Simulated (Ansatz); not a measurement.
Functionals compared on H2O on the 1x1 (111) surface of fcc Ag, one in a 2x2 cell, started at the site 'bridge Ag-Ag (span 2.9 Å)', in Ansatz (plane waves, PAW). The structure was relaxed with PBE; the other rows are single points on it, each with its references at the same level. Cutoff 420 eV (500 eV for r2SCAN).

Set-up: 19 atoms, 7.1 Å thick at the start under the adsorbate (thin: gaps and levels are the slab's own); mesh 6x6x1; 0.1 eV smearing; dipole correction on; 8 atoms held, the rest relaxed; no symmetry held; no spin, no spin-orbit, no U, no dispersion correction. At the end no host atom lies within bonding distance. In PBE it is, or lies within 0.03 eV of, the lowest of the starts that converged. These notes are the PBE run's. Adsorption energies are against H2O(g). A negative adsorption energy means that the adsorbate is more stable on the surface than in its reference.

```csv
functional,adsorption energy (eV),work function of the top face (eV),change of the work function (eV),rough cost of the single point
PBE,-0.13,4.20,-0.25,–
RPBE,0.01,4.03,-0.21,around 4 core-minutes (rough)
r2SCAN,-0.23,4.12,-0.28,roughly 7 core-minutes
```

Ansatz is a first-principles code.
